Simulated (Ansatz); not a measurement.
The reference is WSe₂ in the 2H-MoS2 type structure (space group P6_3/mmc, No. 194; a = 3.300 Å, c = 13.151 Å; layered, stacked along the Cartesian z axis). Axes: x lies along a and z along c of the hexagonal cell.

Computed with r2SCAN+rVV10 in Ansatz (plane waves to 500 eV, PAW, no spin-orbit coupling).

For the base:

* **Valence-band top at Γ**: 0.00, -1.06, -1.29 eV
* **Band gap**: 1.12 eV

Perturbation: the cell is compressed by 1.06 % along z with no lateral relaxation; the atoms relax in the strained cell.

Problem. What does the calculation give for the valence-band top at Γ after the change?

Solution. The valence-band top at Γ (three highest levels, from the VBM) becomes 0.00, -1.10, -1.22 eV (base: 0.00, -1.06, -1.29 eV).

Problem. Estimate the effect on the band gap.

Solution. The band gap drops by 0.05 eV to 1.07 eV.

Problem. How does this affect the stress?

Solution. The stress (xx, yy, zz, yz, xz, xy; compression positive) amounts to (0.11, 0.11, 0.53, 0.00, 0.00, 0.00) GPa.

Problem. What does the calculation give for the energy relative to the base after the change?

Solution. The energy increases by 0.4 meV/atom.

With W present, leaving out spin-orbit coupling can change the band edges. Stability against distortions was not tested.

Ansatz is a program for electronic structure.
